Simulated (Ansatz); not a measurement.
TiS2 (model structure, started from the HfO2 type, Pca2₁, No. 29, 12 atoms in the cell) was calculated with LDA (Ansatz, a first-principles code, plane waves, PAW).

Settings: plane-wave cutoff 520 eV, 6×6×6 k mesh, Fermi–Dirac smearing 0.01 eV, no spin polarisation, scalar-relativistic PAW data made under PBE.

Cell (relaxed at this level):

```cif
data_S8Ti4
_chemical_formula_sum 'Ti4 S8'
_space_group_name_H-M_alt 'P 1'
_space_group_IT_number 1
_cell_length_a 5.95577
_cell_length_b 5.74112
_cell_length_c 5.71660
_cell_angle_alpha 90.000
_cell_angle_beta 90.000
_cell_angle_gamma 90.000
loop_
_space_group_symop_operation_xyz
  'x, y, z'
loop_
_atom_site_label
_atom_site_type_symbol
_atom_site_fract_x
_atom_site_fract_y
_atom_site_fract_z
_atom_site_occupancy
Ti1 Ti 0.06790 0.27958 0.25296 1
Ti2 Ti 0.93210 0.72042 0.75296 1
Ti3 Ti 0.43210 0.27958 0.75296 1
Ti4 Ti 0.56790 0.72042 0.25296 1
S1 S 0.38325 0.08288 0.36109 1
S2 S 0.61675 0.91712 0.86109 1
S3 S 0.11675 0.08288 0.86109 1
S4 S 0.88325 0.91712 0.36109 1
S5 S 0.75196 0.42829 0.49895 1
S6 S 0.24804 0.57171 0.99895 1
S7 S 0.74804 0.42829 0.99895 1
S8 S 0.25196 0.57171 0.49895 1
```

### Question
What does this level give for the band gap and smallest direct gap on the k points sampled?

### Answer

* **band gap**: 0.16 eV (indirect)
* **smallest direct gap on the k points sampled**: 0.36 eV

Note: the relaxation could raise the start's symmetry but not lower it, so the cell can be a saddle point.

The computed numbers hold no vibrational or temperature effects.

Computing time: around 3 core-minutes (rough).

A model structure was made by putting elements into a prototype or built by hand; it is no filed structure, need not be a known phase, and can be a saddle point held by its symmetry.
